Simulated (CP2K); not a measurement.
**A short convergence ladder for Cl (Cm, 4 atoms in the cell)**

```yaml
crystal:
  lattice:
    - [3.85236, 0.00000, 0.00000]
    - [-1.23175, 3.65013, 0.00000]
    - [0.00000, 0.00000, 8.28478]
  atoms:
    - { symbol: Cl, position: [0.87700, 0.87700, 0.90304] }
    - { symbol: Cl, position: [0.62300, 0.62300, 0.39700] }
    - { symbol: Cl, position: [0.37700, 0.37700, 0.60300] }
    - { symbol: Cl, position: [0.12300, 0.12300, 0.10300] }
```

Base method: PBEsol, GPW, DZVP-MOLOPT-PBE-GTH basis, GTH-PBE potentials (POTENTIAL_UZH) run with CP2K 2026.2.

Base settings: CUTOFF = 400 Ry; REL_CUTOFF = 60 Ry; SMEAR/METHOD = FERMI_DIRAC; ELECTRONIC_TEMPERATURE = 116.05 K; KPOINTS/SCHEME = MONKHORST-PACK 3 3 2; GAMMA_CENTERED = T; XC_FUNCTIONAL = PBE:PBESOL; Cl/BASIS_SET = DZVP-MOLOPT-PBE-GTH-q7; Cl/POTENTIAL = GTH-PBE-q7; METHOD = GPW.

**The width of Fermi-Dirac smearing**

The mesh stays at the base's, so the ladder's end is converged at best in this setting alone.

Only quantities that move along the ladder and can be compared are tabulated; the gap is left out on so coarse a mesh.

```csv
ELECTRONIC_TEMPERATURE,free energy less the last step's (meV/atom),pressure (GPa),largest difference of a force vector from the last step's (eV/Å)
11604.5 K,-570.90,5.85,2.954
5802.26 K,-72.29,1.37,0.848
2320.9 K,-0.50,-0.14,0.021
1160.45 K,0.00,-0.17,0.000
232.09 K,0.00,-0.17,0.000
```

Widest ELECTRONIC_TEMPERATURE that holds the pressure within 0.5 GPa of the last step, with all finer ones: 2320.9 K; the step before is off by 1.5 GPa.

Widest ELECTRONIC_TEMPERATURE that holds the free energy within 2 meV/atom of the last step, with all finer ones: 2320.9 K; the step before is off by 72 meV/atom.

Widest ELECTRONIC_TEMPERATURE that holds the forces within 0.01 eV/Å of the last step, with all finer ones: 1160.45 K; the step before is off by 0.021 eV/Å.

On the base run: the starting cell has typed, rounded lattice constants, without a prior relaxation at this level. Its lattice was rescaled by up to half a per cent. One atom was moved a little off its site on purpose. Values carry the incompleteness of an atom-centred basis. The potentials were made for another functional than the one used.
